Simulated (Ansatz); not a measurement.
Hypothetical P4_2/mnm BP: carrier doping

Start from BP (space group P4_2/mnm, No. 136; a = 5.569 Å, c = 3.205 Å; a hypothetical phase, not in the database extracts checked).

Carriers are added at fixed cell with a uniform background; the Fermi–Dirac width is that of 300 K.

Calculations: Ansatz (an electronic-structure program), PBE, PAW, cutoff 420 eV, no SOC.

Notes on the quantities. Fermi level from band edge: Fermi level relative to the doped band's edge (positive inside the band; to 0.05 eV).

| electron density (10^21 cm⁻³) | Fermi level from band edge (eV) |
|---|---|
| 3 | 1.10 |
| 5 | ? |
| 7 | 1.45 |
| 20 | 2.00 |

Problem. Fit E_F = C n^s, fitted as a line in log–log form (a parabolic band gives s = 2/3) to the rows shown and predict the withheld row.

Solution. Least squares on the printed values gives C = 0.78 eV, s = 0.31 (largest residual 0.01 eV); this predicts 1.30 eV, and the run gives 1.35 eV, in agreement.

Carriers are added with a uniform compensating background; total energy and stress of such cells depend on the potential's zero and are not compared; many-body gap narrowing is missing at this level. Stability against distortions was not tested.
